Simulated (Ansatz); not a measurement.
## A computed series for Be2C: response to strain

The reference is Be2C (space group Fm-3m, No. 225; a = 4.328 Å).

Strains are applied to the cell and any free atomic positions relax.

Level of theory: Ansatz (a quantum-chemistry and plane-wave program) PBE, no spin-orbit coupling.

Candidates:
(a) isotropic strain −2.50 %
(b) isotropic strain −3.00 %
(c) isotropic strain +1.50 %
(d) isotropic strain +2.50 %
(e) isotropic strain −0.50 %

Notes on the quantities. energy relative to the base: free energy F.

Q: Order them by energy relative to the base, highest first.

A: (b) isotropic strain −3.00 % (+37 meV/atom), (a) isotropic strain −2.50 % (+25 meV/atom), (d) isotropic strain +2.50 % (+23 meV/atom), (c) isotropic strain +1.50 % (+8.3 meV/atom), (e) isotropic strain −0.50 % (+1.0 meV/atom)

Stability against distortions was not tested.
